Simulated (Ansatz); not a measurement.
Take PbS in the rock salt structure (space group Fm-3m, No. 225; a = 6.0089 Å) as the base.

Computed with plane-wave PAW DFT at the PBE level (Ansatz, a quantum-chemistry and plane-wave program, 420 eV), no spin-orbit coupling.

Base values:

| Property | Result |
|---|---|
| Valley order | L along ⟨111⟩ 0.49 eV; a point along ⟨110⟩, about 0.6 Å⁻¹ from Γ 1.36 eV |
| Width of the top valence band | 3.16 eV |

One thing is altered: every lattice vector is stretched by 3.00 %, atoms relaxed at fixed cell.

Problem. What happens to the mean gap deformation potential ΔEg/Δln V, valley order and width of the top valence band?

Solution. The mean gap deformation potential ΔEg/Δln V is +2.8 eV; the valley order (the lowest conduction-band minima on the path, energy above the VBM, named in the base's zone) becomes L along ⟨111⟩ 0.74 eV; a point along ⟨110⟩, about 0.6 Å⁻¹ from Γ 1.53 eV (base: L along ⟨111⟩ 0.49 eV; a point along ⟨110⟩, about 0.6 Å⁻¹ from Γ 1.36 eV); the width of the top valence band decreases by 0.59 eV (3.16 eV → 2.57 eV).

Spin-orbit coupling, missing from the scalar runs, can matter with Pb. The cells carry an imposed strain or load. Whether these cells are dynamically stable was not tested.
